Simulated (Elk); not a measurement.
Input and output of a self-consistent single point for KTaO3 (Pm-3m, 5 atoms in the cell) (Elk).

Level of theory: LDA (PW92), all-electron FP-LAPW, Elk's shipped species files, default APW+lo basis (Elk 10.2.4).

```
KTaO3
1.0
    4.07677     0.00000     0.00000
    0.00000     4.07677     0.00000
    0.00000     0.00000     4.07677
K Ta O
1 1 3
Direct
  0.50000   0.50000   0.50000
  0.00000   0.00000   0.00000
  0.00000   0.50000   0.00000
  0.50000   0.00000   0.00000
  0.00000   0.00000   0.50000
```

Reference input (self-consistent single point, DFT, PBE, all-electron FP-LAPW, Elk's shipped species files, default APW+lo basis): xctype = 20; rgkmax = 7; stype = 0; swidth = 0.0001 Ha; ngridk = 6 6 6. This run's input differs from it in these lines:

```diff
@@ -4,3 +4,3 @@
 xctype
-  20
+  3
```

Output (repeated stretches shortened):

```
│ Self-consistent loop started │
│ Loop number : 1 │
 total energy                :     -16425.2645605
│ Loop number : 2 │
 total energy                :     -16425.9994211
RMS change in Kohn-Sham potential (target) :   0.3879747024     (  0.1000000000E-05)
Absolute change in total energy (target)   :   0.7348606627     (  0.1000000000E-03)
│ Loop number : 3 │
 total energy                :     -16434.3002524
RMS change in Kohn-Sham potential (target) :   0.2332993959     (  0.1000000000E-05)
Absolute change in total energy (target)   :    8.484546384     (  0.1000000000E-03)
│ Loop number : 4 │
   [... lines left out ...]
Absolute change in total energy (target)   :   0.9576951197E-03 (  0.1000000000E-03)
│ Loop number : 15 │
 total energy                :     -16442.2027526
RMS change in Kohn-Sham potential (target) :   0.1247970780E-06 (  0.1000000000E-05)
Absolute change in total energy (target)   :   0.3059486335E-03 (  0.1000000000E-03)
│ Loop number : 16 │
 total energy                :     -16442.2027563
RMS change in Kohn-Sham potential (target) :   0.5153989008E-07 (  0.1000000000E-05)
Absolute change in total energy (target)   :   0.8019527013E-04 (  0.1000000000E-03)
Convergence targets achieved

│ Loop number : 17 │

Energies :
 Fermi                       :     0.167833935351
 total energy                :     -16442.2027560

Density of states at Fermi energy :   0.8425361772E-05
 (states/Hartree/unit cell)

Estimated indirect band gap :   0.7010248386E-01
 from k-point     20 to k-point      1
Estimated direct band gap   :   0.9429290729E-01
 at k-point      1

Charges :
 core                        :    62.00000000
 valence                     :    54.00000000
 interstitial                :    7.956878690
 muffin-tins (core leakage)
  species :    1 (K)
   atom    1                 :    17.62863592     (  0.1163706980E-06)
  species :    2 (Ta)
   atom    1                 :    70.07523751     (  0.8053599075E-05)
  species :    3 (O)
   atom    1                 :    6.779749297     (  0.4512692733E-06)
   atom    2                 :    6.779749297     (  0.4512692733E-06)
   atom    3                 :    6.779749297     (  0.4512692733E-06)
 total in muffin-tins        :    108.0431213
 total calculated charge     :    116.0069455
 total charge                :    116.0000000
 error                       :   0.6945546579E-02

│ Self-consistent loop stopped │
```

The run converged in 17 iterations. The count includes the last loop, which Elk runs after its targets are met. Against the reference run the gap on the mesh goes from 2.051 to 1.908 eV.

The starting cell comes from a database of computed structures (which also holds hypothetical and non-ambient phases and stackings), without a prior relaxation at this level. Its lattice was rescaled by a random factor within 2.5 % of one. Spin-orbit coupling is off. Values depend on the basis (sphere radii, cutoffs, local orbitals), which need not be converged.
